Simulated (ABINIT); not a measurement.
# Short convergence ladders for HfC (I4mm, 2 atoms in the cell)

```
CELL_PARAMETERS angstrom
      0.00000     2.33160     2.33160
      2.33160     0.00000     2.33160
      2.33160     2.33160     0.00000
ATOMIC_POSITIONS crystal
  Hf 0.01072 0.01072 0.98928
  C  0.50000 0.50000 0.50000
```

Base method: LDA (PW92), norm-conserving pseudopotentials (PseudoDojo nc-sr-04 LDA standard) (plane waves; ABINIT).

Base settings: pseudos = [Hf.upf, C.upf]; ecut = 41 Ha; ixc = 7; occopt = 3; tsmear = 0.1 eV; ngkpt = 4 4 4; nshiftk = 1; shiftk = 0 0 0; potentials = PseudoDojo nc-sr-04 LDA standard; nband = 13.

The count of work is k-points × plane waves × bands × iterations; it is no time. 

**The cutoff for other potential files**

Level: DFT, LDA (PW92), plane waves, PAW (JTH v2.0 LDA PAW).

In this ladder: pseudos = [Hf.LDA_PW-JTH.xml, C.LDA_PW-JTH.xml]; potentials = JTH v2.0 LDA PAW; pawxcdev = 0. Moved along: pawecutdg.

The second cell is the first with its lattice scaled by 0.98.

The mesh stays at the base's, so the ladder's end is converged at best in this setting alone.

Only quantities that move along the ladder and can be compared are tabulated.

| ecut | free energy less the last step's (meV/atom) | energy of the compressed cell less the first (meV/atom) | pressure (GPa) | largest difference of a force vector from the last step's (eV/Å) | count of work / last |
|---|---|---|---|---|---|
| 9.5 Ha | 362.11 | -25.86 | -28.38 | 0.024 | 0.083 |
| 12 Ha | 120.55 | -29.48 | -19.25 | 0.002 | 0.11 |
| 15 Ha | 28.81 | -34.25 | -15.82 | 0.003 | 0.17 |
| 18 Ha | 14.35 | -34.86 | -14.29 | 0.001 | 0.26 |
| 21 Ha | 11.08 | -34.87 | -14.56 | 0.001 | 0.32 |
| 25 Ha | 4.09 | -35.06 | -14.46 | 0.001 | 0.40 |
| 32 Ha | 1.23 | -35.16 | -14.35 | 0.000 | 0.53 |
| 42 Ha | 0.00 | -35.15 | -14.28 | 0.000 | 1.0 |

Coarsest ecut that holds the energy of the compressed cell less the first within 2 meV/atom of the last step, with all finer ones: 15 Ha, at 0.17 of the last step's count of work; the step before is off by 5.7 meV/atom.

Coarsest ecut that holds the pressure within 0.2 GPa of the last step, with all finer ones: 25 Ha, at 0.40 of the last step's count of work; the step before is off by 0.27 GPa.

Coarsest ecut that holds the free energy within 5 meV/atom of the last step, with all finer ones: 25 Ha, at 0.40 of the last step's count of work; the step before is off by 11 meV/atom.

At the lowest cutoff the pressure lies 14.1 GPa under the last step's, the usual sign of Pulay stress in an incomplete plane-wave basis.

**The relaxed cell against the cutoff**

On HfC (Fm-3m, 2 atoms in the cell): atoms on their sites.

In this ladder: ionmov = 3; ntime = 40; tolmxf = 0.0001 Ha/bohr; optcell = 2; dilatmx = 1.08; ecutsm = 0.5 Ha.

The mesh stays at the base's, so the ladder's end is converged at best in this setting alone.

Only quantities that move along the ladder and can be compared are tabulated.

| ecut | relaxed volume (Å³/atom) | relaxation steps |
|---|---|---|
| 20 Ha | 11.871 | 6 |
| 25 Ha | 11.869 | 4 |
| 29 Ha | 11.809 | 6 |
| 35 Ha | 11.824 | 5 |
| 41 Ha | 11.823 | 4 |
| 49 Ha | 11.823 | 4 |
| 62 Ha | 11.823 | 4 |
| 82 Ha | 11.823 | 4 |

Coarsest ecut that holds the relaxed volume within 0.024 Å³/atom of the last step, with all finer ones: 29 Ha; the step before is off by 0.047 Å³/atom.

At the lowest cutoff the cell relaxes to a volume 0.4 % larger than at the highest.

On the base run: the starting cell has typed, rounded lattice constants, without a prior relaxation at this level. Its lattice was rescaled by up to half a per cent. One atom was moved a little off its site on purpose. Without a gap this mesh is coarse (it stands for a supercell whose shortest vector is 13 Å).
